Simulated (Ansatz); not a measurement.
# The (10-1) surface of monoclinic HfO2 in its 1x1 cell (cut with top plane O, bottom plane O), relaxed from an ideal cut (the real face may reconstruct), outermost plane spacing 0.25 Å in the ideal cut (one of several cuts of this face), with 2 O a cell over the bulk's ratio, from a spin-polarised start

All values below come from PBE (plane waves to 420 eV, PAW; Ansatz, a program for electronic structure).

Model: 38-atom slab, Hf12O26, 12.3 Å thick at the start, 5x4x1 mesh, Fermi-Dirac 0.025 eV, dipole correction, all atoms relaxed; symmetry of the start imposed; spin-polarised from one start with parallel moments (other orders not tried), ending with about 4.0 μB a cell; orders that need a larger cell were not tried, no spin-orbit, no U.

```
Property                                                                               Value
-------------------------------------------------------------------  -----------------------
ionisation potential (bulk valence edge below the top vacuum level)                  6.81 eV
energy released by relaxation                                                        2.03 eV
magnetic moment of the cell                                                          4.00 μB
cost                                                                 roughly 90 core-minutes
```
